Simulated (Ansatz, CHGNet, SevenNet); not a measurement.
## CoSn (P6/mmm, No. 191, 6 atoms in the cell; start mp-20536): properties by level of theory

```
level (code)           equilibrium lattice constant a (Å)  c axis length (Å)
---------------------  ----------------------------------  -----------------
CHGNet-r²SCAN                                         ___              4.237
SevenNet-l3i5                                       5.298              4.238
PBE-D3(BJ) (Ansatz)                                   ___              4.189
r²SCAN+rVV10 (Ansatz)                                 ___              4.172
```

### Question
Some entries are withheld; supply them.

### Answer

- CHGNet-r²SCAN, equilibrium lattice constant a (Å): 5.163
- PBE-D3(BJ) (Ansatz, a quantum-chemistry and plane-wave program), equilibrium lattice constant a (Å): 5.239
- r²SCAN+rVV10 (Ansatz), equilibrium lattice constant a (Å): 5.223

Caveats: the relaxation could not lower the start's symmetry, so the cell can be a saddle point above a distorted one (CHGNet-r²SCAN, SevenNet-l3i5, PBE-D3(BJ), r²SCAN+rVV10). Ansatz's density-functional and Hartree–Fock values are scalar-relativistic unless marked +SOC, with PAW data made under PBE.

The crystal itself was run without spin with PBE-D3(BJ), r²SCAN+rVV10; a magnetic state was not tried in these runs.

A start named mp-… is a Materials Project structure, which need not be a measured phase.
